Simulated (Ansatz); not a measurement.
LiF (model structure, P6₃/mmc, No. 194, 4 atoms in the cell), treated with r²SCAN (Ansatz, a program for electronic structure, PAW).

Numerical settings: plane-wave cutoff 560 eV, 12×12×8 k mesh (along the axes of the cell as run), Fermi–Dirac smearing 0.01 eV, scalar-relativistic PAW data made under PBE.

Cell (relaxed at this level):

```xyz
4
Lattice="3.2798 0.0000 0.0000 -1.6399 2.8404 0.0000 0.0000 0.0000 3.9971" Properties=species:S:1:pos:R:3 pbc="T T T"
Li     0.0000     1.8936     2.9978
F      1.6399     0.9468     2.9978
F      0.0000     1.8936     0.9993
Li     1.6399     0.9468     0.9993
```

### Question
Estimate the band gap and bulk modulus that the calculation returns.

### Answer

- band gap = 8.54 eV (on the SCF k mesh)
- bulk modulus = 63.7 GPa

Note: the bulk modulus is −V dP/dV from two relaxed cells at ±2 % in volume; the relaxation could raise the start's symmetry but not lower it, so the cell can be a saddle point.

Static lattice: no zero-point or thermal effects.

It cost about 40 core-seconds (a rough figure) of CPU time.

A model structure was made by putting elements into a prototype or built by hand; it is no filed structure, need not be a known phase, and can be a saddle point held by its symmetry.
